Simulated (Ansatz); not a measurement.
The reference is Ga₂O₃ in the corundum structure (space group R-3c, No. 167).

```
CELL_PARAMETERS angstrom
      2.47497     1.42892     4.43525
     -2.47497     1.42892     4.43525
      0.00000    -2.85785     4.43525
ATOMIC_POSITIONS crystal
  Ga 0.64424 0.64424 0.64424
  Ga 0.14424 0.14424 0.14424
  Ga 0.35576 0.35576 0.35576
  Ga 0.85576 0.85576 0.85576
  O  0.75000 0.44721 0.05279
  O  0.05279 0.75000 0.44721
  O  0.25000 0.55279 0.94721
  O  0.55279 0.94721 0.25000
  O  0.94721 0.25000 0.55279
  O  0.44721 0.05279 0.75000
```

Cartesian axes are those of the cell as printed.

Method: Kohn–Sham DFT with the LDA functional, run in Ansatz (a quantum-chemistry and plane-wave program) with PAW and 420 eV plane waves, without spin-orbit coupling.

For the base:

```
Quantity               Value
-------------------  -------
Smallest direct gap  3.31 eV
Band gap             3.04 eV
```

One thing is altered: tensile biaxial strain of 3.00 % in the plane normal to [001], as in epitaxy on a mismatched substrate; the out-of-plane cell vector and the atoms relax.

Q: Estimate the effect on the in-plane stress, ratio −ε⊥/ε∥, energy relative to the base, smallest direct gap and band gap.

A: The mean in-plane stress (compression positive) is -13.6 GPa; the ratio −ε⊥/ε∥ amounts to 0.74; the energy grows by 25 meV/atom; the smallest direct gap drops by 0.71 eV (3.31 eV → 2.60 eV); the band gap decreases by 0.59 eV (3.04 eV → 2.45 eV).

Stability against distortions was not tested.
